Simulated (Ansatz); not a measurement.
# Pressure series in InSe

Start from InSe in the beta-GaS type structure (space group P6_3/mmc, No. 194; a = 4.032 Å, c = 16.764 Å; layered, stacked along the Cartesian z axis).

Cell and atoms are relaxed at each pressure.

Computed with PBE-D3(BJ)/PAW in Ansatz (a first-principles code), scalar-relativistic without spin-orbit coupling.

```csv
case,density,band gap,electron mass
base,5.45 g/cm³,0.37 eV,"0.042 mₑ along c, 0.11 mₑ across (at Γ)"
pressure −1 GPa,5.17 g/cm³,0.42 eV,"0.057 mₑ along c, 0.12 mₑ across (at Γ)"
pressure 0.3 GPa,5.51 g/cm³,0.38 eV,"0.042 mₑ along c, 0.11 mₑ across (at Γ)"
pressure 0.7 GPa,5.59 g/cm³,0.41 eV,"0.042 mₑ along c, 0.11 mₑ across (at Γ)"
pressure 3 GPa,5.93 g/cm³,0.57 eV,"0.052 mₑ along c, 0.11 mₑ across (at Γ)"
pressure 7.5 GPa,6.44 g/cm³,0.84 eV,"0.34 mₑ along c, 0.38 mₑ across (at K)"
pressure 10 GPa,6.67 g/cm³,0.65 eV,"0.32 mₑ along c, 0.36 mₑ across (at K)"
```

Load acts through the strain it causes; cell and atoms are relaxed under it. Masses are band curvatures over ±0.01 Å⁻¹ around the edge. No phonon test of stability was made. No other phases were tried under pressure.
